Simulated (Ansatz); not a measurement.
**ZnSe, element substitutions**

Start from ZnSe in the zinc blende structure (space group F-43m, No. 216; a = 5.634 Å).

Each row replaces one element on all its sites; cell and atoms are relaxed.

Level of theory: plane-wave PAW DFT at the PBEsol level (Ansatz, an electronic-structure program, 420 eV), spin-orbit coupling left out.

```
case     band gap     density
-------  --------  ----------
base      1.24 eV  5.36 g/cm³
Se → Br      zero  3.87 g/cm³
Se → Pd      zero  6.74 g/cm³
Se → S        ___         ___
```

### Question
What belongs in the blanks?

### Answer

- Se → S, band gap: 2.09 eV
- Se → S, density: 4.21 g/cm³

Stability against distortions was not tested. As relaxed here, ZnBr and ZnPd are hypothetical phases, not in the database extracts checked. The final runs are not spin-polarised. An odd electron count without spin: ZnBr.
